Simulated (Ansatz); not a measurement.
# Effect of tensor shear ε_yz = +0.66 % on InSb

Consider InSb in the zinc blende structure (space group F-43m, No. 216; a = 6.556 Å). Axes: x, y, z lie along the cube axes.

It is then changed as follows: a pure shear with ε_yz = ε_zy = 0.0066; the atoms relax in the strained cell.

Computed with plane-wave PAW DFT at the r2SCAN level (Ansatz, an electronic-structure program, 500 eV), without spin-orbit coupling. Settings: 12×12×12 k-points, 0.05 eV Fermi–Dirac smearing.

- Volume per atom = 35.22 Å³ (base 35.22 Å³)
- Space group = Imm2 (No. 44) (base F-43m (No. 216))
- Shortest interatomic distance = 2.834 Å (base 2.839 Å)
- Energy relative to the base (free energy F) = +0.6 meV/atom
- Pressure (mean of the normal stresses, compression positive) = 0.0 GPa (base 0.0 GPa)
- Band gap = zero (base zero)
- Stress (xx, yy, zz, yz, xz, xy; compression positive) = (0.0, 0.0, 0.0, -0.4, 0.0, 0.0) GPa (rough)

Cost of the whole job for the changed cell (relaxation, final SCF and bands): around 7 core-minutes (rough).

Without a gap, meshes like the base's 12×12×12 leave anisotropic stresses uncertain by several tenths of a GPa, and small strain energies with them. Spin-orbit coupling, missing from the scalar runs, can matter with Sb. No phonon test of stability was made. The final runs are not spin-polarised. Gaps under 0.05 eV, about the width of the smearing, are given as zero. The zero or small gap of InSb can change with the level of theory.
